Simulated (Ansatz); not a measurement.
## Bi2Se3 in the Bi2Te3 type structure (space group R-3m, No. 166)

```
Bi2Se3
1.0
    2.07216     1.19636     9.48267
   -2.07216     1.19636     9.48267
    0.00000    -2.39272     9.48267
Bi Se
2 3
Direct
  0.40087   0.40087   0.40087
  0.59913   0.59913   0.59913
  0.00000   0.00000   0.00000
  0.21052   0.21052   0.21052
  0.78948   0.78948   0.78948
```

Level of theory: PBE-D3(BJ), PAW, 420 eV (Ansatz, a first-principles code; no spin-orbit coupling). k-mesh 9×9×9 (Γ-centred); smearing 0.05 eV (Fermi–Dirac).

The volume per atom is 28.21 Å³, the density comes out as 7.71 g/cm³ and the band gap is 0.16 eV, direct at Γ. The electron mass is 0.095 mₑ. The hole mass is 0.094 mₑ along c, 0.13 mₑ across and the total energy is -8240.844 eV/atom (σ→0; compares only within this code and set-up).

With Bi present, leaving out spin-orbit coupling can change the band edges. Masses are band curvatures over ±0.01 Å⁻¹ around the edge. No phonon test of stability was made. The zero or small gap of Bi2Se3 can change with the level of theory.
